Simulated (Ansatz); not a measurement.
# CdTe under load (space group F-43m): band-edge transport data

Here is the system:

```yaml
crystal:
  lattice:
    - [0.00000, 3.25828, 3.25828]
    - [3.25828, 0.00000, 3.25828]
    - [3.25828, 3.25828, 0.00000]
  atoms:
    - { symbol: Cd, position: [0.00000, 0.00000, 0.00000] }
    - { symbol: Te, position: [0.25000, 0.25000, 0.25000] }
```

All values below come from PBE with spin-orbit coupling, rigid bands (plane waves, PAW; Ansatz, an electronic-structure program). Condition of this run: hydrostatic pressure of -0.5 GPa (compression positive) (the target of the relaxation). How the cell was made: cell and atoms relaxed with PBEsol, then loaded as said.

```
Quantity                                                                                                                                                      Result
---------------------------------------------------------------------------------------------------------------------------------------  ---------------------------
band gap                                                                                                                                                     0.46 eV
electron conductivity mass (300 K, dilute)                                                                                                                  0.062 mₑ
hole conductivity mass (300 K, dilute)                                                                                                                       0.56 mₑ
effective density of states N_c (300 K)                                                                                                                  3.3e17 cm⁻³
effective density of states N_v (300 K)                                                                                                                  1.9e19 cm⁻³
density-of-states mass, electrons                                                                                                                           0.056 mₑ
density-of-states mass, holes                                                                                                                                0.82 mₑ
Seebeck coefficient, n-type 1e19 cm⁻³, 300 K                                                                                                                -47 μV/K
Seebeck coefficient, p-type 1e19 cm⁻³, 300 K                                                                                                                270 μV/K
best p-type power factor at 300 K for τ = 10 fs (best axis; densities from 1e16 to 1e21 cm⁻³ tried, whether or not they can be reached)  5.3 μW/(cm·K²) at 1e20 cm⁻³
```

Rigid bands; masses and Seebeck coefficients take one relaxation time τ for all states and one kind of carrier; polarons and phonon drag are left out. Geometry: cell and atoms relaxed with PBEsol.
